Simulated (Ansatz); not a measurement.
## Cubic perovskite KMgF3

Computed with G0W0@HSE06 in Ansatz (hard PAW, contour deformation, complete-basis limit).

Run with largest k mesh 6×6×6 (not extrapolated in the mesh).

Cell: measured lattice: a = 3.990 Å, b = 3.990 Å, c = 3.990 Å, α = 90.00°, β = 90.00°, γ = 90.00°.

```
Quantity               Result
--------  -------------------
band gap  12.82 eV (indirect)
```

Note: GW on a hybrid start was not checked against another program; cell and atoms aren't relaxed at this level; the gap holds a correction of +0.74 eV to the complete basis.

It cost about 6 core-hours (a rough figure) of CPU time.

Ansatz is a quantum-chemistry and plane-wave program.
